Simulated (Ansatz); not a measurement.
## Effect of pressure 9 GPa on BN

Take BN in the h-BN type structure (space group P6_3/mmc, No. 194; a = 2.501 Å, c = 6.526 Å; layered, stacked along the Cartesian z axis) as the base.

Perturbation: cell and atoms relaxed at a pressure of 9 GPa.

All numbers come from plane-wave PAW DFT at the r2SCAN+rVV10 level (Ansatz, a quantum-chemistry and plane-wave program, 500 eV), without spin-orbit coupling. k-mesh 15×15×5 (Γ-centred); smearing 0.05 eV (Fermi–Dirac).

```csv
quantity,base,changed,shift
volume per atom,8.83 Å³,7.70 Å³,-1.136 Å³
density,2.33 g/cm³,2.68 g/cm³,+0.344 g/cm³
lattice parameter a,2.501 Å,2.484 Å,-0.0163 Å
c/a ratio,2.610,2.319,-0.2903
shortest interatomic distance,1.444 Å,1.434 Å,-0.0094 Å
enthalpy H = E + PV relative to the base's energy,–,+0.46 eV/atom,–
band gap,4.74 eV,4.61 eV,-0.13 eV
gap character,"indirect, k = (0.267, 1/3, 0) in the run's primitive reciprocal basis → M","indirect, K–Γ (17 % along) → L–M (50 % along)",–
smallest direct gap,5.18 eV,4.92 eV,-0.26 eV
width of the top valence band,3.33 eV,3.59 eV,+0.268 eV
```

Final structure:

```
BN
1.0
    2.48424     0.00000     0.00000
   -1.24212     2.15142     0.00000
    0.00000     0.00000     5.76194
B N
2 2
Cartesian
  0.00000   1.43428   1.44049
  1.24212   0.71714   4.32146
  0.00000   1.43428   4.32146
  1.24212   0.71714   1.44049
```

Load acts through the strain it causes; cell and atoms are relaxed under it. Whether these cells are dynamically stable was not tested. Competing high-pressure phases were not computed.
